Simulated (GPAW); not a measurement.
GPAW run on Fe7Co (Im-3m, 8 atoms in the cell): self-consistent single point.

Computed with PBEsol, GPAW PAW datasets PBEsol (made by gpaw-setup) (plane waves; GPAW).

The change in words: lattice scaled by 0.985. Reference geometry:
```
Fe7Co
1.0
   -2.84309     2.84309     2.84309
    2.84309    -2.84309     2.84309
    2.84309     2.84309    -2.84309
Fe Co
7 1
Direct
  0.00000   0.50000   0.50000
  0.50000   0.00000   0.50000
  0.50000   0.50000   0.00000
  0.00000   0.00000   0.50000
  0.00000   0.50000   0.00000
  0.50000   0.50000   0.50000
  0.50000   0.00000   0.00000
  0.00000   0.00000   0.00000
```
Moments meant for the start (each program seeds them in its own way; μB, in the order of the atoms Fe Fe Fe Fe Fe Fe Fe Co): 4.0 4.0 4.0 4.0 4.0 4.0 4.0 3.0.

Reference input (self-consistent single point, DFT PBEsol, plane waves, GPAW PAW datasets PBEsol (made by gpaw-setup)): spinpol = true; mode = pw; ecut = 850 eV; xc = PBEsol; kpts = 6 6 6; mesh shift (steps) = 0 0 0; occupations.name = fermi-dirac; occupations.width = 0.1 eV; nbands = -16; convergence.density = 1e-05 e/electron; convergence.energy = 1e-05 eV/electron; symmetry.symmorphic = false. This run's input differs from it in these lines:

```diff
@@ -5,5 +5,5 @@
 atoms = Atoms(['Fe', 'Fe', 'Fe', 'Fe', 'Fe', 'Fe', 'Fe', 'Co'],
-              cell=[[-2.843090, 2.843090, 2.843090],
-                    [2.843090, -2.843090, 2.843090],
-                    [2.843090, 2.843090, -2.843090]],
+              cell=[[-2.800444, 2.800444, 2.800444],
+                    [2.800444, -2.800444, 2.800444],
+                    [2.800444, 2.800444, -2.800444]],
               scaled_positions=[[0.000000, 0.500000, 0.500000],
```

Output (repeated stretches shortened):

```
     iter     time        total  log10-change:  magmom
                         energy   eigst   dens
iter:   1 --:--:--   -73.632397                   +31.0505
iter:   2 --:--:--   -76.194671   -0.94  -1.50    +23.9657
iter:   3 --:--:--   -77.193290   -1.60  -1.49    +17.8365
iter:   4 --:--:--   -76.831021   -1.58  -1.42    +17.4941
iter:   5 --:--:--   -76.857121   -2.71  -1.87    +17.4149
   [... 2 lines left out ...]
iter:   8 --:--:--   -77.047086   -3.08  -2.69    +17.3634
iter:   9 --:--:--   -77.047472   -3.55  -2.72    +17.2992
iter:  10 --:--:--   -77.044720   -4.27  -2.76    +17.2542
   [... lines left out ...]
iter:  18 --:--:--   -77.044558c  -7.81c -4.60    +17.2401
iter:  19 --:--:--   -77.044560c  -8.21c -4.64    +17.2395
iter:  20 --:--:--   -77.044566c  -8.57c -4.58    +17.2393
iter:  21 --:--:--   -77.044565c  -8.82c -4.47    +17.2397
iter:  22 --:--:--   -77.044571c  -8.51c -4.51    +17.2392
   [... 13 lines left out ...]
iter:  36 --:--:--   -77.044564c  -9.12c -4.99    +17.2397
iter:  37 --:--:--   -77.044578c  -7.80c -4.95    +17.2393
iter:  38 --:--:--   -77.044572c  -8.61c -4.40    +17.2394
iter:  39 --:--:--   -77.044570c  -8.86c -4.74    +17.2395
iter:  40 --:--:--   -77.044566c  -8.47c -5.05c   +17.2394
Converged after 40 iterations.

Dipole moment: (-0.000000, 0.000000, 0.000000) |e|*Ang

Total magnetic moment: (0.000000, 0.000000, 17.239419)
Local magnetic moments:
   0 Fe ( 0.000000,  0.000000,  2.137644)
   1 Fe ( 0.000000,  0.000000,  2.137644)
   2 Fe ( 0.000000,  0.000000,  2.137644)
   3 Fe ( 0.000000,  0.000000,  2.323991)
   4 Fe ( 0.000000,  0.000000,  2.323991)
   5 Fe ( 0.000000,  0.000000,  2.323991)
   6 Fe ( 0.000000,  0.000000,  2.323991)
   7 Co ( 0.000000,  0.000000,  1.745729)

Energy contributions relative to reference atoms: (reference = -279978.907694)

Kinetic:        +63.787713
Potential:      -52.294114
External:        +0.000000
XC:             -89.040817
Entropy (-ST):   -0.210679
Local:           +0.607992
SIC:             +0.000000
--------------------------
Free energy:    -77.149905
   [... lines left out ...]
Fermi level: 10.54328
No gap
   [... lines left out ...]
  2 Fe   -0.00000   -0.00000   -0.00000
  3 Fe   -0.00000    0.00000    0.00000
  4 Fe    0.00000    0.00000    0.00000
  5 Fe    0.00000   -0.00000   -0.00000
  6 Fe    0.00000   -0.00000    0.00000
  7 Co   -0.00000   -0.00000    0.00000

Stress tensor:
    -0.003237    -0.000000    -0.000000
    -0.000000    -0.003237    -0.000000
    -0.000000    -0.000000    -0.003237
Stress (GPa, Voigt): [-0.5186 -0.5186 -0.5186 -0.     -0.     -0.    ]
```

The run converged in 40 iterations. GPAW prints stress with tension positive. Against the reference run the free energy drops by 10.9 meV/atom, the pressure goes from -7.96 to 0.52 GPa and the size of the net moment goes from 2.24 to 2.15 μB/atom.

The starting cell comes from a database of computed structures (which also holds hypothetical and non-ambient phases and stackings), without a prior relaxation at this level. For this run, on top of that: lattice scaled by 0.985. The magnetic order is the one reached from the typed start; others were not searched systematically.

Cost on one core of a shared machine: roughly 10 min.
